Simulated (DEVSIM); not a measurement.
Structure: Schottky contact on p-type In0.53Ga0.47As, at 250 K.

```tsv
layer (left to right)	material	thickness (μm)	Na (cm⁻³)	τn (s)	τp (s)
1	In0.53Ga0.47As	3.90	1.6e16	2.2e-8	2.2e-8
2	In0.53Ga0.47As	16.0	5.7e17	2.2e-8	2.2e-8
```

Left contact: Schottky, work function 4.75 eV, emission velocity 4.5e6 cm/s. Right contact: ohmic. Voltage is applied to the left contact. Recombination: SRH at mid-gap. Mobility is μmin + (μ − μmin)/(1 + (N/Nref)^α).

This is a model device: material constants are rounded textbook-type values typed into the input, and sizes, dopings and lifetimes were drawn at random. Values at 300 K; Nc and Nv go as T^1.5, mobilities as T to minus their exponent, the gap by Varshni's rule with the affinity fixed.

| parameter | In0.53Ga0.47As |
|---|---|
| gap (eV) | 0.74 |
| affinity (eV) | 4.51 |
| permittivity | 13.9 |
| Nc (cm⁻³) | 2.1e17 |
| Nv (cm⁻³) | 7.7e18 |
| μn (cm²/Vs) | 12000 |
| μp (cm²/Vs) | 300 |
| μn,min | 300 |
| μp,min | 10 |
| Nref,n | 1.3e17 |
| Nref,p | 4.9e17 |
| αn | 0.48 |
| αp | 0.4 |
| T exponent of μn | 1.6 |
| T exponent of μp | 1.6 |
| Varshni α (eV/K) | 0.00035 |
| Varshni β (K) | 190 |

Model (solved in DEVSIM): 1D drift-diffusion, Boltzmann statistics, complete ionisation; no tunnelling, impact ionisation, image-force lowering or self-heating. Metal contacts follow the ideal Schottky-Mott rule: no Fermi-level pinning, no interface dipoles.

The thickness of layer 2 was swept, all else fixed.

```json
[
 {"thickness of layer 2 (μm)": "3.2", "dark forward voltage at 100 A/cm² (V)": "0.349"},
 {"thickness of layer 2 (μm)": "5.6", "dark forward voltage at 100 A/cm² (V)": "0.350"},
 {"thickness of layer 2 (μm)": "9.6", "dark forward voltage at 100 A/cm² (V)": "0.352"},
 {"thickness of layer 2 (μm)": "16", "dark forward voltage at 100 A/cm² (V)": "0.356"},
 {"thickness of layer 2 (μm)": "27", "dark forward voltage at 100 A/cm² (V)": "___"},
 {"thickness of layer 2 (μm)": "48", "dark forward voltage at 100 A/cm² (V)": "0.375"},
 {"thickness of layer 2 (μm)": "80", "dark forward voltage at 100 A/cm² (V)": "0.392"}
]
```

Task: Some entries are withheld; supply them.

Result: 
- 27, dark forward voltage at 100 A/cm² (V): 0.363
